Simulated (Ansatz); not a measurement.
```yaml
crystal:
  lattice:
    - [0.00000, 2.79497, 2.79497]
    - [2.79497, 0.00000, 2.79497]
    - [2.79497, 2.79497, 0.00000]
  atoms:
    - { symbol: Zn, position: [0.00000, 0.00000, 0.00000] }
    - { symbol: Se, position: [0.25000, 0.25000, 0.25000] }
```

Level of theory: r2SCAN with spin-orbit coupling, rigid bands (plane waves, PAW; Ansatz, a quantum-chemistry and plane-wave program). Condition of this run: hydrostatic pressure of 1.6 GPa (compression positive) (the target of the relaxation). Cell: cell and atoms relaxed with PBEsol, then loaded as said.

**Question.** Predict the electron conductivity mass (n e² τ/σ) at 300 K, by direction if it differs.

**Answer.** 0.139 mₑ.

**Question.** What conductivity effective mass do dilute holes have at 300 K?

**Answer.** 0.65 mₑ.

**Question.** And the band gap?

**Answer.** 1.92 eV at this level; semilocal functionals usually fall short of the measured gap.

Rigid bands, one relaxation time for all states, no polarons. Geometry: cell and atoms relaxed with PBEsol.
